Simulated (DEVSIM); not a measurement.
System: Pt/SiO2/p-Si capacitor, at 300 K.

```csv
layer (left to right),material,thickness (nm),Na (cm⁻³)
1,SiO2,30.0,-
2,Si,3700,2.4e16
```

Metal gate on the left, work function 5.6 eV. Fixed charge at the semiconductor interface 0 cm⁻² (in units of +e); no interface traps.

This is a model device: material constants are rounded textbook-type values typed into the input, and sizes, dopings and lifetimes were drawn at random. Values at 300 K.

| parameter | SiO2 | Si |
|---|---|---|
| gap (eV) | 9 | 1.124 |
| affinity (eV) | 0.9 | 4.05 |
| permittivity | 3.9 | 11.7 |
| Nc (cm⁻³) | - | 2.86e19 |
| Nv (cm⁻³) | - | 3.1e19 |

Model (solved in DEVSIM): 1D Poisson equation in equilibrium, Boltzmann statistics, complete ionisation; no quantum confinement or tunnelling. Metal contacts follow the ideal Schottky-Mott rule: no Fermi-level pinning, no interface dipoles.

Base results: capacitance of the dielectric stack (μF/cm²) 0.115; minimum of the low-frequency capacitance (μF/cm²) 0.0390; flat-band voltage (V) 0.61.

What follows from this one change: SiO2 thickness 0.03 → 0.012 μm?

capacitance of the dielectric stack 0.115 → 0.288 μF/cm²; minimum of the low-frequency capacitance 0.0390 → 0.0503 μF/cm²; flat-band voltage little changed (0.61 V).

What follows from this one change: gate work function 5.6 → 5.75 eV?

capacitance of the dielectric stack little changed (0.115 μF/cm²); minimum of the low-frequency capacitance little changed (0.0384 μF/cm²); flat-band voltage 0.61 → 0.76 V.
